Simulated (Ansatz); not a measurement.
Consider SiO2 (space group P3_221, No. 154; a = 4.866 Å, c = 5.365 Å). Axes: x lies along a and z along c of the hexagonal cell.

Computed with LDA, PAW, 420 eV (Ansatz, a program for electronic structure; without spin-orbit coupling).

Strains are applied to the cell and any free atomic positions relax.

One change was made to it. Results:

| quantity | base | after |
|---|---|---|
| band gap | 5.83 eV | 5.88 eV |
| energy relative to the base (free energy F) | 0 meV/atom | +2.0 meV/atom |
| electron mass | 0.50 mₑ (at Γ) | 0.49 mₑ (at Γ) |

Question: Name the change that was made.
A) uniaxial strain ε_zz = −2.25 %
B) uniaxial strain ε_zz = −3.00 %
C) uniaxial strain ε_zz = −0.75 %

Answer: A, uniaxial strain ε_zz = −2.25 %. For comparison, the energy relative to the base in the other runs: uniaxial strain ε_zz = −0.75 % gives +0.2 meV/atom; uniaxial strain ε_zz = −3.00 % gives +3.6 meV/atom.

Masses are band curvatures over ±0.01 Å⁻¹ around the edge. No phonon test of stability was made.
